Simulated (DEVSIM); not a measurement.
Structure: abrupt GaAs p-n junction, at 300 K.

Layer 1 from the left is GaAs, thickness (μm) 4.60, Na (cm⁻³) 5.1e17, τn (s) 1e-8, τp (s) 1e-8. Layer 2 from the left is GaAs, thickness (μm) 1.20, Nd (cm⁻³) 2.1e16, τn (s) 1e-8, τp (s) 1e-8.

Left contact: ohmic. Right contact: ohmic. Voltage is applied to the left contact. Recombination: SRH at mid-gap. Mobility is μmin + (μ − μmin)/(1 + (N/Nref)^α).

The device is made up for the run: typed textbook-type constants, with dimensions and the other settings drawn at random. Values at 300 K.

GaAs: gap (eV) 1.424, affinity (eV) 4.07, permittivity 12.9, Nc (cm⁻³) 4.7e17, Nv (cm⁻³) 9e18, μn (cm²/Vs) 8500, μp (cm²/Vs) 400, μn,min 500, μp,min 20, Nref,n 6e16, Nref,p 1.5e17, αn 0.39, αp 0.38.

Question: Estimate by hand the built-in potential, the peak field at zero bias, the capacitance at -0.6 V, and compare with a numerical solution.

Answer: 
- Built-in potential: ni = √(Nc Nv) exp(−Eg/2kT) = 2250000 cm⁻³ with Eg = 1.424 eV; Vbi = kT/q ln(Na Nd/ni²) = 1.269 V; numerical 1.269 V.
- Peak field at zero bias: depletion approximation: W = √(2εVbi/(qN)) = 0.300 μm with N = 2.02e16 cm⁻³; field = 2Vbi/W = 84800 V/cm; numerical 84300 V/cm (estimate above by 0.57 %).
- Capacitance at -0.6 V: C = √(qεN / 2(Vbi + |V|)) = 31.4 nF/cm²; numerical 31.9 nF/cm² (estimate below by 1.4 %).

Model (solved in DEVSIM): 1D drift-diffusion, Boltzmann statistics, complete ionisation; no tunnelling, impact ionisation, image-force lowering or self-heating.
